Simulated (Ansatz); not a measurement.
Consider this model of amorphous Ge₂₈Se₂₈Sb₃.

```xyz
59
Lattice="12.2181 0.4074 0.2126 0.4074 11.0061 -0.4680 0.2126 -0.4680 10.7493" Properties=species:S:1:pos:R:3 pbc="T T T"
Ge     9.2141     0.0697     7.6104
Ge     3.1425    10.3590     2.8194
Ge     7.3737     6.6966     5.0804
Ge     7.0418     7.2635     9.9492
Ge     1.2827     7.2785     9.1178
Ge     0.7944    10.6167     7.0737
Ge     9.2797     5.7247     9.9390
Ge     1.0737     1.7217     5.0282
Ge     5.4962     2.6244     1.2686
Ge     6.9676     3.5183     7.2692
Ge     1.7037     0.2556    10.6551
Ge    10.3514     9.5671     0.2068
Ge     7.0343    11.0446     3.7735
Ge    10.6310     3.2367     0.6393
Ge    11.5028     6.6770     0.0225
Ge     4.9147     4.6262     8.9896
Ge     4.5708     8.2836     9.6932
Ge     1.9259     3.6102     2.4019
Ge     3.1396     7.7908     5.7169
Ge     8.7668     5.4699     1.8196
Ge     0.4963     3.6664     7.7290
Ge     9.5085     3.9138     7.9927
Ge     9.9429     7.9572     8.7210
Ge     5.2945     0.3040     8.9397
Ge     9.1745     8.1593     2.0483
Ge     1.6597     7.9020     2.1554
Ge    10.4403     4.2546     4.4176
Ge     8.2043     0.3177     0.8761
Se     7.0274     9.4879     1.1281
Se     8.9938     9.3850     4.3359
Se     4.0080     2.4323    10.0406
Se     6.2207     1.2332     6.6534
Se     0.7302     4.2958     4.6116
Se    10.8788     0.9335     9.5404
Se     6.3846     5.0119     0.9548
Se     0.5500     9.5263     0.2667
Se     3.3698     1.8273     3.7904
Se     2.0283     1.6960     7.3975
Se     7.0427     4.1654     4.8115
Se     4.8598     9.3678     4.3792
Se     0.6832     3.6454    10.3335
Se    10.4025     1.8998     5.8842
Se     7.7360     8.8632     8.1177
Se     5.3327     6.6960     6.7097
Se     1.0887     9.9459     4.5748
Se     4.1825    10.7901     0.4206
Se    11.2829     9.0097     6.9449
Se     2.8701     9.3284     7.9843
Se     2.8864     7.0182     0.0675
Se     2.5358     5.2408     7.6850
Se    11.6274     6.8641     2.5042
Se     7.3382     1.4267    10.1026
Se    12.2772     2.0600     2.2660
Se     9.9418     5.7543     6.3978
Se     3.4772     5.8416     3.5290
Se     8.4153     1.8192     2.7559
Sb     5.6150     7.1177     2.7100
Sb     4.4227     4.3026     5.7511
Sb    10.4575     0.2048     3.7645
```

The numbers are results of PBE-D3(BJ), scalar-relativistic without spin-orbit coupling, PAW (Ansatz default set, large-core Se) (plane waves to 420 eV; Ansatz, a quantum-chemistry and plane-wave program), not measurements.

Preparation: random packing, a CHGNet melt and quench, and a DFT relaxation. The hot cell started wider than the set density and was brought back towards it in steps. It is the lowest in DFT energy of 3 quenches. It is a model cell: composition and starting density were chosen by hand, and all elements were melted together. The geometry includes D3(BJ) dispersion. Its density started from a set value of 5.05 and ended at 5.31 g/cm³. The quench (nominally 89 K/ps over its main leg) was far faster than any real one, so the model tends to hold more defects than a real film. Values belong to this one cell and scatter from quench to quench. Volume and shape were free in the relaxation. On a 2×2×2 Γ-centred mesh force components of up to 0.17 eV/Å stay, since the relaxation ran on one k-point at (1/4, 1/4, 1/4).

Cut-offs for bonds: Ge-Ge 2.85 Å, Ge-Se 2.92 Å, Ge-Sb 3.11 Å, Se-Se 2.76 Å, Se-Sb 3.11 Å, Sb-Sb 3.34 Å.

Problem. Give the coordination numbers, mean bond lengths and angles.

Solution. 
```yaml
Mean coordination of Ge: 3.57 (1 with 2, 14 with 3, 9 with 4, 4 with 5)
Mean coordination of Se: 3.07 (4 with 2, 18 with 3, 6 with 4)
Mean coordination of Sb: 4.67 (1 with 4, 2 with 5)
Mean Ge-Se bond: 2.623 Å (spread 0.098 Å, 74 counted)
Mean Ge-Ge bond: 2.655 Å (spread 0.073 Å, 12 counted)
Mean Se-Sb bond: 2.827 Å (spread 0.104 Å, 12 counted)
Mean Ge-Sb bond: 3.023 Å (spread 0.042 Å, 2 counted)
Bond angle at Ge: mean 101.7°, spread 21.1°
Bond angle at Se: mean 101.2°, spread 19.5°
Bond angle at Sb: mean 101.7°, spread 31.2°
```

Problem. List the pairs of like atoms that count as bonded by the rules above.

Solution. Ge4-Ge17 (2.69 Å), Ge4-Ge7 (2.72 Å), Ge5-Ge15 (2.73 Å), Ge7-Ge22 (2.67 Å), Ge7-Ge20 (2.74 Å), Ge7-Ge23 (2.63 Å), Ge7-Ge15 (2.62 Å), Ge10-Ge22 (2.67 Å), Ge12-Ge23 (2.59 Å), Ge12-Ge25 (2.60 Å), Ge12-Ge28 (2.48 Å), Ge20-Ge25 (2.73 Å).

Problem. What Bader charges do the atoms carry, from a run on one k-point at (1/4, 1/4, 1/4)?

Solution. Means (range): Ge +0.52 e (-0.06 to +0.71), Se -0.60 e (-0.65 to -0.53), Sb +0.72 e (+0.52 to +0.84).
```
atom  charge (e)
----  ----------
Ge1        +0.67
Ge2        +0.63
Ge3        +0.52
Ge4        +0.42
Ge5        +0.58
Ge6        +0.71
Ge7        -0.06
Ge8        +0.67
Ge9        +0.63
Ge10       +0.33
Ge11       +0.66
Ge12       +0.22
Ge13       +0.67
Ge14       +0.60
Ge15       +0.35
Ge16       +0.51
Ge17       +0.58
Ge18       +0.65
Ge19       +0.70
Ge20       +0.30
Ge21       +0.62
Ge22       +0.33
Ge23       +0.44
Ge24       +0.66
Ge25       +0.38
Ge26       +0.60
Ge27       +0.59
Ge28       +0.61
Se29       -0.58
Se30       -0.57
Se31       -0.60
Se32       -0.63
Se33       -0.59
Se34       -0.63
Se35       -0.65
Se36       -0.60
Se37       -0.61
Se38       -0.57
Se39       -0.59
Se40       -0.63
Se41       -0.57
Se42       -0.61
Se43       -0.62
Se44       -0.60
Se45       -0.61
Se46       -0.59
Se47       -0.53
Se48       -0.60
Se49       -0.59
Se50       -0.61
Se51       -0.59
Se52       -0.55
Se53       -0.65
Se54       -0.60
Se55       -0.61
Se56       -0.59
Sb57       +0.52
Sb58       +0.81
Sb59       +0.84
```
